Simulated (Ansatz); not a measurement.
Defect: Zr-vacancy pair (Zr on one host Ru site, one Ru site vacant) in hcp Ru, neutral cell. All values below come from PBE, PAW (plane waves to 420 eV; Ansatz, a first-principles code).

Cell of 36 host sites held at the relaxed PBE lattice; a 2×2×2 k-point mesh shifted by half a step along c; Fermi-Dirac width 0.10 eV, spin-restricted; finite-size errors left in. No zero-point or tunnelling terms. Forms of the defect that were not tried may lie lower.

Barriers: single points on a 4×4×4 k-point mesh shifted by half a step along c at the bands' geometries (they differ from the bands' own by up to 0.16 eV, and are uncertain by about as much).

A. Zr and the vacancy change places (Zr-vacancy distance between ideal sites 2.66 Å throughout); the atom moves 2.17 Å along (-0.56, -0.28, 0.40) of the unit cell; the moving atom starts with neighbours 2 Ru at 2.66, 2 Ru at 2.69, 2 Ru at 2.77, Ru at 2.82, 2 Ru at 2.85, 2 Ru at 2.88 Å and ends with 2 Ru at 2.66, 2 Ru at 2.69, 2 Ru at 2.77, Ru at 2.82, 2 Ru at 2.85, 2 Ru at 2.88 Å; saddle order not checked, on a symmetry element.
B. Zr and the vacancy change places (Zr-vacancy distance between ideal sites 2.72 Å throughout); the atom moves 2.32 Å along (-0.85, 0.00, 0.00) of the unit cell; the moving atom starts with neighbours 2 Ru at 2.67, Ru at 2.72, 3 Ru at 2.74, 2 Ru at 2.80, 2 Ru at 2.82, Ru at 2.95 Å and ends with 2 Ru at 2.67, Ru at 2.72, 3 Ru at 2.74, 2 Ru at 2.80, 2 Ru at 2.82, Ru at 2.95 Å; the start lies 0.039 eV above the lowest site run; saddle order not checked, on a symmetry element.

A band can be held on a symmetry element, so unchecked saddle points there may be too high.

Put the candidates in order of forward barrier, lowest first, for PBE, PAW.

A (0.36 eV), B (0.84 eV)
